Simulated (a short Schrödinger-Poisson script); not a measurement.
## Symmetric double-gate stack, SiO2 on p-type Si(100)

System: symmetric double-gate stack, SiO2 on p-type Si(100), at 300 K.

```csv
layer,material,thickness (nm),Na (cm⁻³)
1,SiO2,1.8,-
2,Si,3,5e15
3,SiO2,1.8,-
```

Constants are typed, rounded textbook-type inputs, not results; the design itself was drawn at random and stands for no fabricated device. SiO2: permittivity 3.9, conduction-band edge (eV) 3.15, gap (eV) 9, electron mass (mₑ) 0.5. Si: permittivity 11.7, conduction-band edge (eV) 0, gap (eV) 1.124, Nv at 300 K (cm⁻³) 3.1e19.

Channel valleys (confinement mass, in-plane density-of-states mass, number): Δ2 0.916, 0.19, 2; Δ4 0.19, 0.417, 4. At the gates, both at one voltage, the conduction-band edge of layer 1 lies 3.24 eV − eVg above the Fermi level of the channel. Gaps are held at their typed values at every temperature. Mesh 0.03 nm at interfaces.

From a short Schrödinger-Poisson script (our own, NumPy): 1D Poisson equation in equilibrium, electrons quantum, Hartree (BenDaniel-Duke, 12 states a valley, the channel's in-plane mass for all, wave functions ending at the dielectric), parabolic valleys, classical holes, full ionisation, no traps, pinning or gate leakage.

| Vg (V) | electrons (cm⁻²) | C (μF/cm²) | Δ2 E0 (meV) | Δ2 E1 (meV) | Δ4 E0 (meV) | Δ4 E1 (meV) |
|---|---|---|---|---|---|---|
| -0.2 | 9.52e6 | < 0.003 | 335.7 | 472.4 | 510.0 | 1169.3 |
| -0.15 | 6.58e7 | < 0.003 | 285.7 | 422.4 | 460.0 | 1119.3 |
| -0.1 | 4.55e8 | < 0.003 | 235.7 | 372.5 | 410.0 | 1069.3 |
| -0.05 | 3.13e9 | 0.0197 | 185.8 | 322.6 | 360.1 | 1019.5 |
| 0 | 2.09e10 | 0.127 | 136.7 | 273.4 | 311.0 | 970.3 |
| 0.05 | 1.19e11 | 0.603 | 91.5 | 228.0 | 265.7 | 924.9 |
| 0.1 | 4.36e11 | 1.45 | 56.9 | 193.0 | 231.1 | 889.8 |
| 0.15 | 9.92e11 | 2.07 | 33.8 | 169.2 | 208.1 | 866.0 |
| 0.2 | 1.69e12 | 2.39 | 17.8 | 152.1 | 192.1 | 849.0 |
| 0.25 | 2.47e12 | 2.57 | 5.5 | 138.7 | 179.8 | 835.6 |
| 0.3 | 3.29e12 | 2.69 | -4.7 | 127.3 | 169.6 | 824.2 |
| 0.35 | 4.14e12 | 2.76 | -13.6 | 117.3 | 160.8 | 814.2 |
| 0.4 | 5.01e12 | 2.81 | -21.5 | 108.1 | 152.9 | 805.0 |
| 0.45 | 5.89e12 | 2.85 | -28.9 | 99.6 | 145.6 | 796.5 |
| 0.5 | 6.79e12 | 2.88 | -35.7 | 91.5 | 138.8 | 788.5 |
| 0.55 | 7.69e12 | 2.90 | -42.2 | 83.8 | 132.4 | 780.9 |
| 0.6 | 8.60e12 | 2.93 | -48.3 | 76.5 | 126.3 | 773.6 |
| 0.65 | 9.52e12 | 2.95 | -54.2 | 69.4 | 120.5 | 766.6 |
| 0.7 | 1.04e13 | 2.97 | -59.8 | 62.6 | 115.0 | 759.9 |
| 0.75 | 1.14e13 | 2.98 | -65.2 | 56.1 | 109.7 | 753.4 |
| 0.8 | 1.23e13 | 3.00 | -70.4 | 49.7 | 104.6 | 747.2 |

Subbands count from the Fermi level. The capacitance is that of both gates.
